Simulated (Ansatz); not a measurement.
## ZrN (Fm-3m): band-structure transport figures

Consider the following.

```
CELL_PARAMETERS angstrom
      0.00000     2.29742     2.29742
      2.29742     0.00000     2.29742
      2.29742     2.29742     0.00000
ATOMIC_POSITIONS crystal
  Zr 0.50000 0.50000 0.50000
  N  0.00000 0.00000 0.00000
```

Method: PBE, rigid bands (plane waves, PAW, scalar-relativistic; Ansatz, a program for electronic structure). Condition of this run: functional PBE, cell relaxed with it. Geometry: cell and atoms relaxed with PBE.

```
Item                                                               Value
------------------------------------  ----------------------------------
density of states at the Fermi level  0.676 states/(eV·cell), both spins
bare Sommerfeld coefficient                    0.80 mJ/(mol of atoms·K²)
Drude plasma energy                                               8.7 eV
root-mean-square Fermi velocity                                1.0e6 m/s
resistivity times τ                                     6.5 ×10⁻²² Ω·m·s
```

A metal at this level (no band gap); rigid bands, thermally averaged at 300 K, both spins. Spin-orbit coupling is left out. τ is one relaxation time for all states.
